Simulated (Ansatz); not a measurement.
**Short convergence ladders for NiRh (R3m, 2 atoms in the cell)**

```
NiRh
1.0
    1.31807     0.76099     4.12404
   -1.31807     0.76099     4.12404
    0.00000    -1.52198     4.12404
Ni Rh
1 1
Direct
  0.00404   0.00404   0.00404
  0.50000   0.50000   0.50000
```

Base method: LDA (PW92), default PAW files made with PBE (plane waves; Ansatz, a program for electronic structure).

Base settings: basis.ecutwfc = 420 eV; kpoints.mp_grid.grid = 14 14 14; hamiltonian.xc = lda; hamiltonian.pseudopotentials = {kind: paw} (the program's default PAW files); scf.occupations.method = gaussian; scf.occupations.width = 0.1 eV.

The count of work is k-points × plane waves × bands × iterations; it is no time. Core times come from one kind of shared machine, to one figure; runs under 30 s give none.

**The k-point mesh**

The second cell is the first with its lattice scaled by 0.98.

Only quantities that move along the ladder and can be compared are tabulated.

| kpoints.mp_grid.grid | free energy less the last step's (meV/atom) | energy of the compressed cell less the first (meV/atom) | pressure (GPa) | largest difference of a force vector from the last step's (eV/Å) | count of work / last |
|---|---|---|---|---|---|
| 2 2 2 | 1271.50 | 64.04 | 5.59 | 0.006 | 0.0021 |
| 4 4 4 | -96.39 | -30.08 | -13.56 | 0.058 | 0.0029 |
| 6 6 6 | 30.98 | -17.82 | -11.33 | 0.009 | 0.0082 |
| 8 8 8 | 6.01 | -21.23 | -11.95 | 0.017 | 0.017 |
| 10 10 10 | -6.68 | -22.39 | -12.23 | 0.001 | 0.030 |
| 12 12 12 | 3.10 | -21.45 | -12.05 | 0.005 | 0.049 |
| 14 14 14 | 1.19 | -21.84 | -12.12 | 0.003 | 0.074 |
| 17 17 17 | 0.65 | -21.88 | -12.14 | 0.001 | 0.13 |
| 35 35 35 | 0.00 | -21.89 | -12.14 | 0.000 | 1.0 |

Coarsest kpoints.mp_grid.grid that holds the energy of the compressed cell less the first within 1 meV/atom of the last step, with all finer ones: 8 8 8, at 0.017 of the last step's count of work; the step before is off by 4.1 meV/atom.

Coarsest kpoints.mp_grid.grid that holds the pressure within 0.5 GPa of the last step, with all finer ones: 8 8 8, at 0.017 of the last step's count of work; the step before is off by 0.81 GPa.

Coarsest kpoints.mp_grid.grid that holds the forces within 0.01 eV/Å of the last step, with all finer ones: 10 10 10, at 0.030 of the last step's count of work; the step before is off by 0.017 eV/Å.

The energy difference between the two cells stays within 1 meV/atom of the last step's from 8 8 8 on, the total only from 17 17 17 on: much of the error is common to both cells and cancels.

**The k-point mesh at a smearing width of 0.3 eV**

In this ladder: scf.occupations.width = 0.3 eV.

Only quantities that move along the ladder and can be compared are tabulated.

| kpoints.mp_grid.grid | free energy less the last step's (meV/atom) | pressure (GPa) | largest difference of a force vector from the last step's (eV/Å) | count of work / last |
|---|---|---|---|---|
| 5 5 5 | 16.93 | -11.23 | 0.010 | 0.0061 |
| 6 6 6 | 25.60 | -10.52 | 0.017 | 0.0089 |
| 7 7 7 | -18.23 | -11.79 | 0.008 | 0.012 |
| 9 9 9 | 5.66 | -11.10 | 0.009 | 0.024 |
| 11 11 11 | 1.89 | -11.27 | 0.003 | 0.041 |
| 16 16 16 | -0.74 | -11.34 | 0.001 | 0.12 |
| 34 34 34 | 0.00 | -11.30 | 0.000 | 1.0 |

Coarsest kpoints.mp_grid.grid that holds the free energy within 5 meV/atom of the last step, with all finer ones: 11 11 11, at 0.041 of the last step's count of work; the step before is off by 5.7 meV/atom.

Coarsest kpoints.mp_grid.grid that holds the pressure within 0.1 GPa of the last step, with all finer ones: 11 11 11, at 0.041 of the last step's count of work; the step before is off by 0.20 GPa.

Coarsest kpoints.mp_grid.grid that holds the forces within 0.005 eV/Å of the last step, with all finer ones: 11 11 11, at 0.041 of the last step's count of work; the step before is off by 0.009 eV/Å.

**The width of cold smearing**

In this ladder: kpoints.mp_grid.grid = 23 23 23; scf.occupations.method = cold.

Narrow widths need finer meshes than wide ones, so the last steps can hold mesh noise.

Only quantities that move along the ladder and can be compared are tabulated; pressure and forces are left out, as mesh noise rules them at narrow widths.

```tsv
scf.occupations.width	free energy less the last step's (meV/atom)	core time / last (rough)
0.5 eV	2.65	0.8
0.3 eV	2.64	0.8
0.2 eV	2.19	0.9
0.1 eV	0.40	0.6
0.05 eV	0.00	1
```

Widest scf.occupations.width that holds the free energy within 1 meV/atom of the last step, with all finer ones: 0.1 eV; the step before is off by 2.2 meV/atom.

Two neighbours can agree and both be off: 0.5 eV and 0.3 eV differ by 0.02 meV/atom in the free energy, yet lie about 2.6 meV/atom from the last step.

On the base run: the starting cell comes from a database of computed structures (which also holds hypothetical and non-ambient phases and stackings), without a prior relaxation at this level. Its lattice was rescaled by up to half a per cent. One atom was moved a little off its site on purpose. Spin polarisation is off. In the base run, with a pressure of about -12 GPa the cell is away from its equilibrium volume at this level. Ansatz's pressure includes its estimate of the finite-basis (Pulay) stress.

Left out of this page: 2 runs of the series outside the window shown, repeating another row's setting, or not comparable; 1 run of the series unsound by tests on forces, stress, charge or solver warnings.

Keys are those of Ansatz 0.2.
